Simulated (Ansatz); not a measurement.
Input:

End structure of the (11-23) surface of hcp Ti in its 1x1 cell, outermost plane spacing 0.53 Å in the ideal cut:

```
CELL_PARAMETERS angstrom
      5.08987     0.00000     0.00000
      2.54493     6.40834     0.00000
      0.00000     0.00000    26.00000
ATOMIC_POSITIONS crystal
  Ti 0.00398 0.30912 0.32202
  Ti 0.38444 0.88490 0.34033
  Ti 0.43636 0.44817 0.36244
  Ti 0.83320 0.03079 0.37614
  Ti 0.84860 0.61376 0.39578
  Ti 0.24266 0.18544 0.41765
  Ti 0.28749 0.76081 0.43815
  Ti 0.67210 0.33950 0.45861
  Ti 0.71280 0.92044 0.47910
  Ti 0.08100 0.49913 0.50000
  Ti 0.13411 0.07782 0.52090
  Ti 0.51248 0.65876 0.54139
  Ti 0.54917 0.23744 0.56185
  Ti 0.92897 0.81282 0.58235
  Ti 0.96321 0.38449 0.60422
  Ti 0.36484 0.96746 0.62386
  Ti 0.38539 0.55008 0.63756
  Ti 0.77018 0.11336 0.65967
  Ti 0.81396 0.68913 0.67797
```

Slab: 19 atoms, 9.6 Å thick at the start (thin: gaps and levels are the slab's own); k 8x6x1, smearing 0.1 eV, dipole-corrected; single point; on the structure that PBE left under its start's symmetry; no spin, no spin-orbit, no U.

Task: Estimate the surface energy (mean of both faces) that r2SCAN, at the PBE geometry (Ansatz, a quantum-chemistry and plane-wave program) returns for this input.

Result: 2.30 J/m²

Task: Predict the work function of the top face from r2SCAN, at the PBE geometry.

Result: 3.39 eV
